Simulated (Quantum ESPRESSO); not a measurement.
A self-consistent single point of ZrH (P4_2/mmc, 4 atoms in the cell) with Quantum ESPRESSO.

Level of theory: PBEsol, spin-orbit coupling, PseudoDojo fully relativistic norm-conserving (PBESOL) pseudopotentials (plane waves; Quantum ESPRESSO).

```yaml
crystal:
  lattice:
    - [3.26696, 0.00000, 0.00000]
    - [0.00000, 3.26696, 0.00000]
    - [0.00000, 0.00000, 5.04998]
  atoms:
    - { symbol: Zr, position: [0.00000, 0.50000, 0.50000] }
    - { symbol: Zr, position: [0.50000, 0.00000, 0.00000] }
    - { symbol: H, position: [0.50000, 0.50000, 0.25000] }
    - { symbol: H, position: [0.50000, 0.50000, 0.75000] }
```

Reference input (self-consistent single point, DFT, PBEsol, plane waves, PseudoDojo standard norm-conserving (PBESOL) pseudopotentials): ecutwfc = 75 Ry; occupations = smearing; smearing = fd; degauss = 0.0036749 Ry; potentials = {Zr: Zr.upf, H: H.upf}; K_POINTS = automatic 7 7 5 0 0 0; conv_thr = 1e-10 Ry; mixing_beta = 0.4. This run's input differs from it in these lines:

```diff
@@ -16,2 +16,4 @@
    degauss = 0.0036749,
+   noncolin = .true.,
+   lspinorb = .true.,
 /
```

Its files differ too (potentials: PseudoDojo fully relativistic norm-conserving (PBESOL)).

Log, with long lists cut:

```
     Self-consistent Calculation

     iteration #  1     ecut=    75.00 Ry     beta= 0.40

     Threshold (ethr) on eigenvalues was too large:
     Diagonalizing with lowered threshold

     total energy              =    -204.81611545 Ry
     estimated scf accuracy    <       0.16329068 Ry

     iteration #  2     ecut=    75.00 Ry     beta= 0.40

     total energy              =    -204.81618845 Ry
     estimated scf accuracy    <       0.02420845 Ry

     iteration #  3     ecut=    75.00 Ry     beta= 0.40

     total energy              =    -204.82231075 Ry
     estimated scf accuracy    <       0.00149223 Ry

   [... 7 blocks of this kind left out ...]

     iteration # 11     ecut=    75.00 Ry     beta= 0.40

     total energy              =    -204.82269246 Ry
     estimated scf accuracy    <          1.2E-10 Ry

     iteration # 12     ecut=    75.00 Ry     beta= 0.40
     End of self-consistent calculation

     the Fermi energy is    12.2849 ev

!    total energy              =    -204.82269246 Ry
     estimated scf accuracy    <          1.2E-11 Ry
     smearing contrib. (-TS)   =      -0.00117792 Ry
     internal energy E=F+TS    =    -204.82151454 Ry

     convergence has been achieved in  12 iterations

     Forces acting on atoms (cartesian axes, Ry/au):

     atom    1 type  1   force =     0.00000000    0.00000000    0.00000000
   [... zero for the other atoms too ...]

     Total force =     0.000000     Total SCF correction =     0.000000

          total   stress  (Ry/bohr**3)                   (kbar)     P=      -62.06
  -0.00041448   0.00000000   0.00000000          -60.97        0.00        0.00
   0.00000000  -0.00041448   0.00000000            0.00      -60.97        0.00
   0.00000000   0.00000000  -0.00043657            0.00        0.00      -64.22

   JOB DONE.
```

The run converged in 12 iterations. Against the reference run the pressure hardly changes (-6.26 to -6.21 GPa).

The starting cell comes from a database of computed structures (which also holds hypothetical and non-ambient phases and stackings), without a prior relaxation at this level. Its lattice was rescaled by a random factor within 2.5 % of one. With a pressure of about -6 GPa the cell is away from its equilibrium volume at this level.

Cost on one core of a shared machine: roughly 3 min.
